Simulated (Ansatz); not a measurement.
The reference is Sc in the hcp (Mg type) structure (space group P6_3/mmc, No. 194; a = 3.2754 Å, c = 5.1051 Å; relaxed with 0.1 eV smearing). Axes: x lies along a and z along c of the hexagonal cell.

One thing is altered: the symmetric strain tensor [-0.0370 -0.0049 0.0159; -0.0049 -0.0059 0.0066; 0.0159 0.0066 0.0026], atoms relaxed at fixed cell.

Levels (all Ansatz, a first-principles code, PAW): PBEsol (420 eV, without spin-orbit coupling); r2SCAN (500 eV, no spin-orbit coupling).

The geometry is relaxed with PBEsol.

| Quantity | Result |
|---|---|
| PBEsol pressure | 2.6 GPa |

Task: How does going to r2SCAN change the pressure?

Result: The pressure increases by 3.5 GPa to 6.1 GPa.

Single points use the geometry relaxed with PBEsol. Their cutoffs differ, which shifts pressures a little. Whether these cells are dynamically stable was not tested. All final runs are without spin polarisation.
